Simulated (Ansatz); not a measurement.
Given:

```
Ga2O3
1.0
    5.99706    -1.49989    -0.00926
    5.99706     1.49989    -0.00926
   -1.36502     0.00000     5.57830
Ga O
4 6
Direct
  0.09251   0.09251   0.79698
  0.90749   0.90749   0.20302
  0.65931   0.65931   0.31404
  0.34069   0.34069   0.68596
  0.16980   0.16980   0.10983
  0.83020   0.83020   0.89017
  0.17163   0.17163   0.55924
  0.82837   0.82837   0.44076
  0.49610   0.49610   0.25226
  0.50390   0.50390   0.74774
```

No spin polarisation.

Level of theory: r2SCAN, PAW, 500 eV (Ansatz, a quantum-chemistry and plane-wave program; without spin-orbit coupling), earlier PAW set. k-mesh 11×11×6 (Γ-centred); smearing 0.05 eV (Fermi–Dirac).

### Question
Predict the smallest direct gap and band gap.

### Answer
- Smallest direct gap = 3.44 eV
- Band gap = 3.41 eV

Load acts through the strain it causes; cell and atoms are relaxed under it. Whether these cells are dynamically stable was not tested. No other phases were tried under pressure. The cell was made from Ga2O3 (space group C2/m, No. 12) by this change: pressure 9 GPa.
